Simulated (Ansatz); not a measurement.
The starting structures come from a database of crystals and need not be the phases stable at ambient conditions.

By PBEsol, the system below comes out a metal.

A figure of merit of an interconnect metal is its ballistic conductance per area.

Given:

```
Ga
1.0
    4.48825     0.00000     0.00000
    0.00000     4.65326     0.00000
    0.00000     2.32663     3.81696
Ga
4
Cartesian
  3.36619   0.80069   1.23959
  1.12206   6.17920   2.57736
  1.12206   3.85257   1.23959
  3.36619   3.12732   2.57736
```

Space group of this cell: Cmcm. The cell is taken as given.

The current flows along the normal of the first two printed cell vectors. No spin-orbit coupling; the value is a mean over 0.1 eV about the Fermi level.

**Question.** Predict the ballistic conductance per area from PBEsol (Ansatz, a first-principles code).

**Answer.** 0.19 × 10¹⁵ S/m² for both spins.
